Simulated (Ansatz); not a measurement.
```
CELL_PARAMETERS angstrom
     11.00000     0.00000     0.00000
      0.00000    11.00000     0.00000
      0.00000     0.00000     2.10658
ATOMIC_POSITIONS crystal
  P  0.50000 0.50000 0.00000
```

Computed with PBE (plane waves to 420 eV, PAW; Ansatz, an electronic-structure program). Mesh 1×1×160. No spin polarisation. Isolated but for its images some 11 Å away. A hypothetical model. Only distortions within the start's symmetry and period were free. Pairing along the axis, which can open a gap, is among the distortions not tried.

Q: Give the properties of this body.

A: 
- PBE gap = none (under 0.01 eV)
- crossings of the Fermi level between Γ and the zone edge (49 points) = 3, each for both spins (ideal conductance 3 × 2e²/h)
- work function (PBE) = 5.48 eV
